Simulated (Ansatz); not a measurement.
# TaAl (model structure, Pm-3m, No. 221, 2 atoms in the cell): properties by level of theory

```
level (code)     lattice constant a (Å)  bulk modulus B0 (GPa)  cohesive energy (eV/atom)
---------------  ----------------------  ---------------------  -------------------------
LDA (Ansatz)                      3.170                    [?]                        [?]
PBEsol (Ansatz)                     [?]                    162                        [?]
r²SCAN (Ansatz)                   3.207                    164                       5.71
```

### Question
Some entries are withheld; supply them.

### Answer

- LDA (Ansatz, a program for electronic structure), bulk modulus B0 (GPa): 170
- LDA (Ansatz), cohesive energy (eV/atom): 6.70
- PBEsol (Ansatz), lattice constant a (Å): 3.196
- PBEsol (Ansatz), cohesive energy (eV/atom): 6.29

Caveats: the bulk modulus is −V dP/dV from two relaxed cells at ±2 % in volume (LDA, PBEsol, r²SCAN). Ansatz's density-functional and Hartree–Fock values are scalar-relativistic unless marked +SOC, with PAW data made under PBE.

Free atoms are spin-polarised, in the lowest state found; at levels without +SOC their spin–orbit coupling is left out.

Static lattice: no zero-point or thermal effects.

A model structure was made by putting elements into a prototype or built by hand; it is no filed structure, need not be a known phase, and can be a saddle point held by its symmetry.
